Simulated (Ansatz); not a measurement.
Base system: Mo in the bcc (W type) structure (space group Im-3m, No. 229; a = 3.161 Å).

(Cell as relaxed with PBE.)

Levels (all Ansatz, a quantum-chemistry and plane-wave program, PAW, earlier PAW set): PBE (420 eV, spin-orbit coupling left out); r2SCAN (500 eV, scalar-relativistic without spin-orbit coupling).

Each level relaxes its own structure.

| base | PBE | r2SCAN |
|---|---|---|
| volume per atom | 15.79 Å³ | 15.64 Å³ |
| lattice parameter a | 3.161 Å | 3.151 Å |
| band gap | zero | zero |

It is then changed as follows: full substitution Mo → Cr; the structure is relaxed again.

| quantity | PBE | r2SCAN |
|---|---|---|
| shortest interatomic distance | 2.466 Å | 2.452 Å |
| band gap | zero | zero |

PBE's shortest interatomic distance lies 0.0147 Å above r2SCAN's (0.6 %); the two agree on the band gap. Neither level is exact; r2SCAN is the comparison here, not a measurement.

No phonon test of stability was made. Seeded moments were not kept for Mo → Cr. All final runs are without spin polarisation. Real Cr is antiferromagnetic at low temperature and ambient pressure, an order that this cell doesn't hold.
